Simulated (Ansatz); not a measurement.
System: SrLaAlO4 (I4mm, No. 107, 7 atoms in the cell; start mp-1218184). Method: LDA (Ansatz, a first-principles code, plane waves, PAW).

Settings: plane-wave cutoff 520 eV, 12×12×12 k mesh, Fermi–Dirac smearing 0.01 eV, scalar-relativistic PAW data made under PBE.

Cell (relaxed at this level):

```xyz
7
Lattice="-1.8576 1.8576 6.1557 1.8576 -1.8576 6.1557 1.8576 1.8576 -6.1557" Properties=species:S:1:pos:R:3 pbc="T T T"
Sr     0.0000     0.0000     7.9034
La     0.0000     0.0000     4.4071
Al     0.0000     0.0000     0.0662
O      0.0000     0.0000    10.3274
O      0.0000     0.0000     2.0133
O      0.0000     1.8576     6.1085
O      1.8576     0.0000     6.1085
```

Question: Predict the band gap, direct gap at Γ and bulk modulus B0.

Answer: 
* **band gap**: 2.94 eV (on the SCF k mesh)
* **direct gap at Γ**: 3.73 eV
* **bulk modulus B0**: 173 GPa

Note: the relaxation could not lower the start's symmetry, so the cell can be a saddle point above a distorted one; the bulk modulus is −V dP/dV from two relaxed cells at ±2 % in volume.

Spin–orbit coupling is not included.

A start named mp-… is a Materials Project structure, which need not be a measured phase.
